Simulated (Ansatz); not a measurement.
Abridged Ansatz (a quantum-chemistry and plane-wave program) output:

```
Relaxation: its limit of steps is 50 (relax.max_steps)
Pseudopotential: W, paw, valence charge 14
Pseudopotential: C, paw, valence charge 4
Crystal: 2 atoms, lattice volume = 20.054 Å³
Basis set: ecut = 420 eV, 405 PW (Γ), exchange–correlation on 40×40×40 points (8 copies of the dense FFT grid, shifted against one another)
Bands: 13, of which v1, the nominal top of the filled ones, is band 9 counted from 1 (8 counted from 0)
Symmetry: 12 space group operations
k-points: 616 of 10580 (time reversal used)
Functional: x = slater, c = lda
SCF iter   1: F=—  HF=-10373.343092 eV  |F-HF|=—  |Δ(HF+E_count)|=         —  Δρ=1.18e-2  dr2=2.44e-2  ethr=1.77e-3  ⟨swp⟩=5.1  Hψ=39184  notcnv=0
SCF iter   2: F=—  HF=-10373.341173 eV  |F-HF|=—  |Δ(HF+E_count)|=   1.92e-3  Δρ=7.86e-3  dr2=1.27e-2  ethr=1.36e-4  ⟨swp⟩=1.0  Hψ=12936  notcnv=0
SCF 1 converged in 7 iterations: F = -10373.338435 eV  dr2 = 4.38e-12
relax step   1: F+E_penalty+E_count = -10373.33843542 eV  Δ(F+E_penalty+E_count) = +0.000e0 eV  max|allowed force component| = 1.203e-16 eV/Å  Δτ_max = 0.0000 Å  (7 SCF iters, accepted)
SCF converged after 7 iterations
Free energy (F): -10373.338435 eV
Internal energy: -10373.328057 eV  (E = F + TS)
E sigma→0 (E₀):  -10373.333246 eV
Entropy (-TS):   -0.010379 eV (-5.189 meV/atom)
Fermi energy:    21.097361 eV
--- Forces (eV/Å), atoms counted from 1 ---
  atom   1  W     -0.00000000    -0.00000000    -0.00000000
  atom   2  C     -0.00000000     0.00000000    -0.00000000
--- Stress (GPa, compression-positive) ---
        2.036603      -0.000000      -0.000000
       -0.000000       2.036603       0.000000
       -0.000000       0.000000      10.513036
  P = ⅓ Tr σ = 4.8621 GPa (48.621 kbar)
--- Relaxed structure (1 steps of the walk, 1 accepted, 0 SCFs on fresh bases) ---
  atoms:
    - { symbol: W, position: [0.0, -3.7007434155248937e-17, 0.0] }
    - { symbol: C, position: [0.33333333333333337, 0.6666666666666666, 0.5] }
```

Q: What was computed, and what are the main results?

A: WC, 2 atoms in the cell, with Ansatz LDA, scalar-relativistic without spin-orbit coupling. The last SCF converged to F = -10373.338435 eV, or -5186.6692 eV per atom, at a pressure of 4.86 GPa. The total energy compares only with runs of the same code, potentials and settings.

The cells carry an imposed strain or load. No phonon test of stability was made. The final runs are not spin-polarised. The cell was made from WC (space group P-6m2, No. 187) by this change: uniaxial strain ε_zz = −1.00 %.

Keys are those of Ansatz 0.2.
